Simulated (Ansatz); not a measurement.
Levels about the gap of amorphous Zr₂₀O₄₃B₂ (65 atoms in a cell of 812 Å³, 5.18 g/cm³; zone centre alone, so wide bands show as single levels with stretches between that a denser mesh fills), at the geometry that PBE relaxed, where it gives 0.0 GPa on a denser mesh. The participation number counts the atoms over which a state spreads; weights are charges in smoothed Voronoi cells. The levels come from a single point, so bond lengths are those of that geometry. Method of the levels: r2SCAN, scalar-relativistic without spin-orbit coupling (Ansatz, a first-principles code). Sampling: the zone centre alone; Fermi-Dirac width 0.02 eV; no spin polarisation.

It comes from a melt-quench run on a machine-learned potential (CHGNet), relaxed afterwards by DFT. O atoms were pushed apart under 1.9 Å during the dynamics, to hinder bonds among them. The hot cell started wider than the set density and was brought back towards it in steps. It is the lowest in DFT energy of 2 quenches. It is a model cell: composition and starting density were chosen by hand, and all elements were melted together. No dispersion term was used. Its density started from a set value of 5.05 and ended at 5.18 g/cm³. Cooling (nominally 300 K/ps over its main leg) ran many orders faster than in experiment, which tends to leave more defects and strain. Values belong to this one cell and scatter from quench to quench. Volume and shape were free in the relaxation.

```json
[
 {"E - E(highest filled), eV": "-0.33", "filling": "filled", "participation number": "22.9", "largest on": "O, 2 neighbours", "weight O": "0.94", "weight Zr": "0.06", "weight B": "0.00"},
 {"E - E(highest filled), eV": "-0.31", "filling": "filled", "participation number": "24.5", "largest on": "O, 4 neighbours", "weight O": "0.95", "weight Zr": "0.05", "weight B": "0.00"},
 {"E - E(highest filled), eV": "-0.30", "filling": "filled", "participation number": "23.2", "largest on": "O, 3 neighbours", "weight O": "0.95", "weight Zr": "0.05", "weight B": "0.00"},
 {"E - E(highest filled), eV": "-0.20", "filling": "filled", "participation number": "23.9", "largest on": "O, 3 neighbours", "weight O": "0.95", "weight Zr": "0.05", "weight B": "0.00"},
 {"E - E(highest filled), eV": "-0.16", "filling": "filled", "participation number": "7.4", "largest on": "O, 3 neighbours", "weight O": "0.95", "weight Zr": "0.04", "weight B": "0.00"},
 {"E - E(highest filled), eV": "-0.09", "filling": "filled", "participation number": "12.1", "largest on": "O, 2 neighbours", "weight O": "0.95", "weight Zr": "0.05", "weight B": "0.00"},
 {"E - E(highest filled), eV": "0.00", "filling": "filled", "participation number": "13.8", "largest on": "O, 3 neighbours", "weight O": "0.96", "weight Zr": "0.04", "weight B": "0.00"},
 {"E - E(highest filled), eV": "3.78", "filling": "empty", "participation number": "16.2", "largest on": "Zr, 7 neighbours", "weight O": "0.35", "weight Zr": "0.65", "weight B": "0.00"},
 {"E - E(highest filled), eV": "4.07", "filling": "empty", "participation number": "16.0", "largest on": "Zr, 6 neighbours", "weight O": "0.35", "weight Zr": "0.65", "weight B": "0.00"},
 {"E - E(highest filled), eV": "4.18", "filling": "empty", "participation number": "22.5", "largest on": "Zr, 7 neighbours", "weight O": "0.32", "weight Zr": "0.67", "weight B": "0.00"},
 {"E - E(highest filled), eV": "4.22", "filling": "empty", "participation number": "7.4", "largest on": "Zr, 6 neighbours", "weight O": "0.32", "weight Zr": "0.68", "weight B": "0.00"},
 {"E - E(highest filled), eV": "4.31", "filling": "empty", "participation number": "22.2", "largest on": "Zr, 6 neighbours", "weight O": "0.32", "weight Zr": "0.67", "weight B": "0.00"},
 {"E - E(highest filled), eV": "4.42", "filling": "empty", "participation number": "21.4", "largest on": "Zr, 7 neighbours", "weight O": "0.33", "weight Zr": "0.67", "weight B": "0.00"},
 {"E - E(highest filled), eV": "4.48", "filling": "empty", "participation number": "29.8", "largest on": "Zr, 7 neighbours", "weight O": "0.32", "weight Zr": "0.68", "weight B": "0.00"}
]
```

Most localised among these is the filled level at -0.16 eV, on a O atom, which has 3 neighbours (Zr 2.10 Å, Zr 2.10 Å, Zr 2.23 Å).
